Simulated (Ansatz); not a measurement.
By PBEsol, the system below comes out a metal.

The ballistic (Sharvin) conductance counts the channels at the Fermi level: G/A = (e²/h) × channels of both spins per area.

```xyz
2
Lattice="2.9357 0.0000 0.0000 -1.4679 2.5424 0.0000 0.0000 0.0000 4.6409" Properties=species:S:1:pos:R:3 pbc="T T T"
Ti     0.0000     1.6949     1.1602
Ti     1.4679     0.8475     3.4806
```

The cell is taken as given; by PBEsol it stands under a pressure of -3.9 GPa.

The current flows along the normal of the first two printed cell vectors, the (001) plane of the conventional cell. No spin-orbit coupling; the value is a mean over 0.1 eV about the Fermi level.

Task: State the ballistic conductance per area according to PBEsol (Ansatz, a quantum-chemistry and plane-wave program).

Result: 0.72 × 10¹⁵ S/m² for both spins.
